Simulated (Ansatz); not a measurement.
Data:

End structure of the (311) surface of fcc Ca in its 1x1 cell, outermost plane spacing 1.67 Å in the ideal cut:

```yaml
crystal:
  lattice:
    - [3.91030, 0.00000, 0.00000]
    - [-1.95515, 6.48450, 0.00000]
    - [0.00000, 0.00000, 26.50000]
  atoms:
    - { symbol: Ca, position: [0.72130, 0.44261, 0.31604] }
    - { symbol: Ca, position: [0.45207, 0.90415, 0.37525] }
    - { symbol: Ca, position: [0.18155, 0.36313, 0.43698] }
    - { symbol: Ca, position: [0.90909, 0.81818, 0.50000] }
    - { symbol: Ca, position: [0.63663, 0.27323, 0.56302] }
    - { symbol: Ca, position: [0.36611, 0.73221, 0.62475] }
    - { symbol: Ca, position: [0.09688, 0.19375, 0.68396] }
```

Model: 7-atom slab, 10.0 Å thick at the start (thin: gaps and levels are the slab's own), 10x6x1 mesh, Fermi-Dirac 0.1 eV, dipole correction, single point; on the structure that PBE left under its start's symmetry; no spin, no spin-orbit, no U.

Task: What surface energy (mean of both faces) does r2SCAN, at the PBE geometry (Ansatz, a program for electronic structure) give?

Result: 0.58 J/m²

Task: Predict the work function of the top face from r2SCAN, at the PBE geometry.

Result: 2.78 eV
